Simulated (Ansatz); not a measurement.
Results of r²SCAN+rVV10 in Ansatz (plane waves, PAW) for CsCl-type NiAl.

Run with plane-wave cutoff 500 eV, 20×20×20 k mesh, Fermi–Dirac smearing 0.1 eV, no spin polarisation, scalar-relativistic PAW data made under PBE.

Computed at the level's own relaxed cell.

Predict the volume per atom and lattice constant a.


volume per atom: 11.67 Å³/atom
lattice constant a: 2.857 Å

Measured, for comparison: equilibrium volume per atom 11.97 Å³/atom, lattice constant a 2.882 Å (extrapolated to 0 K, zero-point anharmonic expansion removed (Haas, Tran, Blaha 2009); as tabulated in Levämäki et al. (2014), arXiv:1402.3671). Computed (rounded) less measured: equilibrium volume per atom -2.5 %, lattice constant a -0.9 %.

Cost on a shared machine: around 40 core-seconds (rough).

Ansatz is an electronic-structure program.
